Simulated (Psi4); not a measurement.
Psi4 1.11, HF/def2-svp, scf_type pk: Nb(S)(NH2)2(Me) ([CH3][Nb]([NH2])([NH2])=[S]), 12 atoms. The geometry is a generated start, not checked to be a minimum at this level.

task: energy
method: scf
basis: def2-svp
memory: 7 GB
e_convergence: 1e-08
d_convergence: 1e-07
guess: auto, which took SAD (default)
diis_max_vecs: 10 (default)
scf_initial_accelerator: adiis (default)
effective core potentials: those of the basis set, past Kr
basis functions: 126

```xyz
12

Nb     0.4043    -0.3009    -0.4278
S      1.3012     1.1129    -1.8955
N      1.7633    -0.6789     0.9097
H      1.7405    -1.3680     1.6642
H      2.6880    -0.2410     0.9393
N     -1.0374    -1.2398    -1.3352
H     -1.3475    -1.0554    -2.2920
H     -1.5984    -2.0193    -0.9869
C     -0.8227     1.2488     0.7122
H     -0.1675     1.9669     1.2172
H     -1.4545     0.7676     1.4679
H     -1.4691     1.8072     0.0268
```
Charge 0, spin multiplicity 1.

The reference run uses exact four-centre integrals (scf_type = pk). One run each, on a shared machine, so no times are given.

Settings tried, all else as in the reference:
- scf_type = mem_df
- scf_type = cd, cholesky_tolerance = 1e-06
- scf_type = dfdirj+cosx, cosx_radial_points_final = 50, cosx_spherical_points_final = 194
- scf_type = dfdirj+link
- scf_type = dfdirj+cosx, cosx_radial_points_final = 25, cosx_spherical_points_final = 50
- scf_type = cd, cholesky_tolerance = 0.0001 (default)
- scf_type = cd, cholesky_tolerance = 1e-05
- scf_type = dfdirj+cosx
- scf_type = dfdirj+snlink
- scf_type = cd, cholesky_tolerance = 0.001
- scf_type = dfdirj+cosx, cosx_radial_points_final = 75, cosx_spherical_points_final = 302

Q: Which of these stay within 1.0 meV/atom in energy of the reference run?

A: Within it: scf_type = cd, cholesky_tolerance = 1e-06; scf_type = dfdirj+cosx, cosx_radial_points_final = 75, cosx_spherical_points_final = 302; scf_type = dfdirj+cosx, cosx_radial_points_final = 50, cosx_spherical_points_final = 194; scf_type = cd, cholesky_tolerance = 1e-05; scf_type = mem_df; scf_type = dfdirj+link; scf_type = dfdirj+snlink. At the edge (between 0.75 and 1.33 times the tolerance): scf_type = dfdirj+cosx. Outside: scf_type = cd, cholesky_tolerance = 0.0001 (default); scf_type = cd, cholesky_tolerance = 0.001; scf_type = dfdirj+cosx, cosx_radial_points_final = 25, cosx_spherical_points_final = 50.

```json
[
 {"setting": "scf_type = cd, cholesky_tolerance = 1e-06", "energy against the reference": "+0.020 meV/atom"},
 {"setting": "scf_type = dfdirj+cosx, cosx_radial_points_final = 75, cosx_spherical_points_final = 302", "energy against the reference": "−0.045 meV/atom"},
 {"setting": "scf_type = dfdirj+cosx, cosx_radial_points_final = 50, cosx_spherical_points_final = 194", "energy against the reference": "+0.066 meV/atom"},
 {"setting": "scf_type = cd, cholesky_tolerance = 1e-05", "energy against the reference": "−0.10 meV/atom"},
 {"setting": "scf_type = mem_df", "energy against the reference": "+0.19 meV/atom"},
 {"setting": "scf_type = dfdirj+link", "energy against the reference": "−0.23 meV/atom"},
 {"setting": "scf_type = dfdirj+snlink", "energy against the reference": "−0.27 meV/atom"},
 {"setting": "scf_type = dfdirj+cosx", "energy against the reference": "−0.94 meV/atom"},
 {"setting": "scf_type = cd, cholesky_tolerance = 0.0001 (default)", "energy against the reference": "+1.7 meV/atom"},
 {"setting": "scf_type = cd, cholesky_tolerance = 0.001", "energy against the reference": "+10 meV/atom"},
 {"setting": "scf_type = dfdirj+cosx, cosx_radial_points_final = 25, cosx_spherical_points_final = 50", "energy against the reference": "+18 meV/atom"}
]
```

Total energies are compared; such shifts often cancel in part in energy differences. The DFDIRJ builders fit J, which adds its shift to that of exchange. Psi4 runs the final COSX grid once, on the density of the start grid. No test of the SCF solution's stability was run. Also tried and not ranked: scf_type = direct (same energy as a listed run); scf_type = cd, cholesky_tolerance = 0.01 (possibly another state). The tolerance is a choice made for this comparison.
